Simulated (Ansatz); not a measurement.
## GaAs: alloy series

Base system: GaAs in the zinc blende structure (space group F-43m, No. 216).

```xyz
2
Lattice="0.0000 2.8295 2.8295 2.8295 0.0000 2.8295 2.8295 2.8295 0.0000" Properties=species:S:1:pos:R:3 pbc="T T T"
As     4.2443     4.2443     4.2443
Ga     0.0000     0.0000     0.0000
```

The other end (x = 1) is InAs in the zinc blende structure (space group F-43m, No. 216): 28.20 Å³/atom, gap zero.

In replaces a fraction x of Ga; each row is one arrangement (x, atoms in the cell, starting space group or random), fully relaxed.

Levels (all Ansatz, a quantum-chemistry and plane-wave program, PAW): PBEsol (420 eV, no SOC); HSE06 (420 eV, spin-orbit coupling left out).

Band gaps by level, all at the geometries relaxed with PBEsol:

```json
[
 {"case": "base", "PBEsol": "0.42 eV", "HSE06": "1.40 eV"},
 {"case": "x(In) = 0.25, 8 atoms, P-4m2", "PBEsol": "0.08 eV", "HSE06": "0.99 eV"},
 {"case": "x(In) = 0.75, 8 atoms, Amm2", "PBEsol": "zero", "HSE06": "0.39 eV"}
]
```

Single points use the geometry relaxed with PBEsol. HSE06 was sampled on its mesh, a few special points and the semilocal edge points, so its gap is an upper bound. Each cell is one ordered arrangement of few atoms, which overstates ordering effects compared with a random alloy. Whether these cells are dynamically stable was not tested. All final runs are without spin polarisation. Gaps under 0.05 eV, about the width of the smearing, are given as zero. The zero or small gap of InGa3As4, InAs and In3GaAs4 can change with the level of theory.
